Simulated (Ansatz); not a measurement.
The parent structure is TiAl (space group P4/mmm, No. 123; a = 2.7963 Å, c = 4.0381 Å; relaxed with 0.1 eV smearing). Axes: x, y, z lie along a, b, c of the conventional cell.

Calculations: DFT with PBEsol, PAW potentials and a 420 eV plane-wave cutoff in Ansatz (a quantum-chemistry and plane-wave program), no SOC.

It is then changed as follows: a pure shear with ε_xz = ε_zx = 0.0171, atoms relaxed at fixed cell.

Question: Predict the stress tensor and what it implies for the stiffness.

Answer: Stress of the strained cell less that of the base (GPa, compression positive):
```
    0.1     0.0    -4.1
    0.0     0.2     0.0
   -4.1     0.0     0.2
```

Then −Δσ/γ with γ = 2ε = 0.0342 gives secant stiffness values (nonlinear terms included at this strain): C55 ≈ 119 GPa.

As a check, the harmonic strain energy −½ V₀ Δσ:ε is 6.9 meV/atom; the computed energy rise is 6.9 meV/atom.

Stability against distortions was not tested. The final runs are not spin-polarised.
